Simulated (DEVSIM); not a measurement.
# GaAs n-p junction from an implanted or diffused profile

System: GaAs n-p junction from an implanted or diffused profile, at 400 K.

```tsv
layer (left to right)	material	thickness (μm)	Na (cm⁻³)	τn (s)	τp (s)
1	GaAs	180	1.4e15	3.1e-9	3.1e-9
```

Added donor profile: 1.6e17 cm⁻³ × exp(−(x − 0 μm)²/(2·(0.048 μm)²)). Left contact: ohmic. Right contact: ohmic. Voltage is applied to the left contact. Recombination: SRH at mid-gap. Mobility is constant in doping.

This is a model device: material constants are rounded textbook-type values typed into the input, and sizes, dopings and lifetimes were drawn at random. Values at 300 K; Nc and Nv go as T^1.5, mobilities as T to minus their exponent, the gap by Varshni's rule with the affinity fixed.

```csv
parameter,GaAs
gap (eV),1.424
affinity (eV),4.07
permittivity,12.9
Nc (cm⁻³),4.7e17
Nv (cm⁻³),9e18
μn (cm²/Vs),8500
μp (cm²/Vs),400
T exponent of μn,2.1
T exponent of μp,2.2
Varshni α (eV/K),0.000541
Varshni β (K),204
```

Model (solved in DEVSIM): 1D drift-diffusion, Boltzmann statistics, complete ionisation; no tunnelling, impact ionisation, image-force lowering or self-heating.

```
Property                                        Result
---------------------------------------------  -------
Potential step across the device at zero bias  1.008 V
Dark forward voltage at 1 A/cm²                1.064 V
```

Dark forward current:

(V (V), J (A/cm²)): (-0.05, -1.9e-6); (-0.15, -1.4e-5); (-0.25, -7.1e-5); (-0.35, -0.00037); (-0.45, -0.0022); (-0.55, -0.017); (-0.65, -0.095); (-0.75, -0.26); (-0.85, -0.48); (-0.95, -0.72); (-1.00, -0.84); (-1.10, -1.1); (-1.20, -1.4); (-1.30, -1.6); (-1.40, -1.9); (-1.50, -2.2); (-1.60, -2.4); (-1.70, -2.7); (-1.80, -3.0); (-1.90, -3.3)

Small-signal capacitance in reverse bias (quasi-static):

| V (V) | C (nF/cm²) |
|---|---|
| 0.1 | 11.1 |
| 0.25 | 10.4 |
| 0.5 | 9.35 |
| 0.75 | 8.59 |
| 1 | 7.99 |
| 1.5 | 7.08 |
| 2 | 6.42 |
| 2.5 | 5.91 |
| 3.25 | 5.32 |
| 4 | 4.87 |
| 5 | 4.41 |
